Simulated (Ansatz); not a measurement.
## Pressure series in TiSi2

Take TiSi₂ (space group Fddd, No. 70; a = 4.7602 Å, b = 8.1802 Å, c = 8.4999 Å) as the base.

Cell and atoms are relaxed at each pressure.

All numbers come from PBEsol/PAW in Ansatz (an electronic-structure program), scalar-relativistic without spin-orbit coupling.

Notes on the quantities. enthalpy: H = E + PV relative to the base's energy.

```json
[
 {"case": "base", "shortest interatomic distance": "2.517 Å", "density": "4.18 g/cm³", "enthalpy": "–"},
 {"case": "pressure 0.3 GPa", "shortest interatomic distance": "2.515 Å", "density": "4.18 g/cm³", "enthalpy": "+0.03 eV/atom"},
 {"case": "pressure 0.7 GPa", "shortest interatomic distance": "2.513 Å", "density": "4.19 g/cm³", "enthalpy": "+0.06 eV/atom"},
 {"case": "pressure 1.5 GPa", "shortest interatomic distance": "2.510 Å", "density": "4.22 g/cm³", "enthalpy": "+0.13 eV/atom"},
 {"case": "pressure 3 GPa", "shortest interatomic distance": "[?]", "density": "[?]", "enthalpy": "+0.26 eV/atom"},
 {"case": "pressure 5 GPa", "shortest interatomic distance": "[?]", "density": "[?]", "enthalpy": "+0.42 eV/atom"}
]
```

Q: Some entries are withheld; estimate them.

A: 
- pressure 3 GPa, shortest interatomic distance: 2.503 Å
- pressure 3 GPa, density: 4.26 g/cm³
- pressure 5 GPa, shortest interatomic distance: 2.495 Å
- pressure 5 GPa, density: 4.31 g/cm³

Load acts through the strain it causes; cell and atoms are relaxed under it. Whether these cells are dynamically stable was not tested. Competing high-pressure phases were not computed. The final runs are not spin-polarised.
